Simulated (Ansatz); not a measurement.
The starting structures come from a database of crystals and need not be the phases stable at ambient conditions.

Inside the gap of an insulator the Bloch states are evanescent, with a wavenumber k + iκ along the transport direction.

Consider the following.

```
ZnGeO3
1.0
    5.46938    -0.01258     0.00000
    0.89074     7.36587     0.00000
   -2.28932     3.68922     2.50675
Zn Ge O
2 2 6
Cartesian
  2.06950   6.39406   2.50675
  2.00129   4.64845   0.00000
 -0.44312   4.83487   2.50675
  4.51392   6.20764   0.00000
  4.14325   4.49721   0.86754
 -0.07246   6.54530   1.63921
  2.75222   6.73885   0.65561
  1.31857   4.30366   1.85114
  0.36445   1.78544   0.98360
  3.70634   9.25707   1.52314
```

The cell was relaxed by PBE-D3(BJ); by r2SCAN it stands under a pressure of -5.5 GPa.

Transport runs along the normal of the first two printed cell vectors, the (110) plane of the conventional cell.

The gap is the functional's own. No spin-orbit coupling. Mid-gap values are those at the computed energy nearest the middle.

Q: State the band gap and the smallest decay constant κ at mid-gap according to r2SCAN in Ansatz (a program for electronic structure).

A: Gap 2.93 eV on a 12×12×12 mesh; κ = 0.238 1/Å, at the zone centre.
